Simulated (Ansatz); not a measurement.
## ZnO: response to strain

Base system: ZnO in the wurtzite structure (space group P6_3mc, No. 186; a = 3.2352 Å, c = 5.2114 Å).

Strains are applied to the cell and any free atomic positions relax.

All numbers come from r2SCAN/PAW in Ansatz (an electronic-structure program), no spin-orbit coupling.

Notes on the quantities. pressure: mean of the normal stresses, compression positive.

| isotropic strain (%) | pressure (GPa) |
|---|---|
| -1.02 | 4.9 |
| -0.28 | ? |
| 0 | 0.0 |
| 1.2 | -5.0 |

Problem. Fit P = P₀ − Bδ with δ = (1 + ε)³ − 1 to the rows shown and predict the withheld row.

Solution. Least squares on the printed values gives P₀ = 0.3 GPa, B = 148 GPa (a mean over the range) (at held cell shape) (largest residual 0.3 GPa); this predicts 1.5 GPa, and the run gives 1.3 GPa, 0.2 lower.

Whether these cells are dynamically stable was not tested.
